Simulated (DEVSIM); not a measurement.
Structure: Ti/SiO2/p-Si capacitor, at 300 K.

```
layer (left to right)  material  thickness (nm)  Na (cm⁻³)
---------------------  --------  --------------  ---------
1                          SiO2            43.0          -
2                            Si            3600       5e15
```

Metal gate on the left, work function 4.33 eV. Fixed charge at the semiconductor interface -1.5e10 cm⁻² (in units of +e); no interface traps.

Constants are typed, rounded textbook-type inputs, not results; the design itself was drawn at random and stands for no fabricated device. Values at 300 K.

| parameter | SiO2 | Si |
|---|---|---|
| gap (eV) | 9 | 1.124 |
| affinity (eV) | 0.9 | 4.05 |
| permittivity | 3.9 | 11.7 |
| Nc (cm⁻³) | - | 2.86e19 |
| Nv (cm⁻³) | - | 3.1e19 |

Simulated with DEVSIM: 1D Poisson equation in equilibrium, Boltzmann statistics, complete ionisation; no quantum confinement or tunnelling. Metal contacts follow the ideal Schottky-Mott rule: no Fermi-level pinning, no interface dipoles.

Q: Tabulate band edges, carrier densities and field at 0.4 V on the gate.

A: Energies count from the Fermi level of the right contact; mesh points crowd at the junctions.

```tsv
x (μm)	Ec (eV)	Ev (eV)	n (cm⁻³)	p (cm⁻³)	field (V/cm)
0.000	3.030	-5.970	< 1e2	< 1e2	97000
0.001690	3.046	-5.954	< 1e2	< 1e2	97000
0.005702	3.085	-5.915	< 1e2	< 1e2	97000
0.01523	3.177	-5.823	< 1e2	< 1e2	97000
0.03369	3.356	-5.644	< 1e2	< 1e2	97000
0.03979	3.415	-5.585	< 1e2	< 1e2	97000
0.04236	3.440	-5.560	< 1e2	< 1e2	97000
0.04428	0.300	-0.824	2.7e14	440000	30000
0.04795	0.310	-0.814	1.7e14	670000	30000
0.05708	0.337	-0.787	6.2e13	1900000	29000
0.07988	0.401	-0.723	5.3e12	2.2e7	27000
0.1664	0.605	-0.519	1.9e9	6.0e10	20000
0.3527	0.851	-0.273	150000	8.0e14	6300
0.8177	0.898	-0.226	23000	5.0e15	≈ 0
2.403	0.898	-0.226	23000	5.0e15	≈ 0
3.147	0.898	-0.226	23000	5.0e15	≈ 0
3.445	0.898	-0.226	23000	5.0e15	≈ 0
3.564	0.898	-0.226	23000	5.0e15	≈ 0
3.620	0.898	-0.226	23000	5.0e15	≈ 0
3.634	0.898	-0.226	23000	5.0e15	≈ 0
3.640	0.898	-0.226	23000	5.0e15	≈ 0
3.643	0.898	-0.226	23000	5.0e15	≈ 0
```
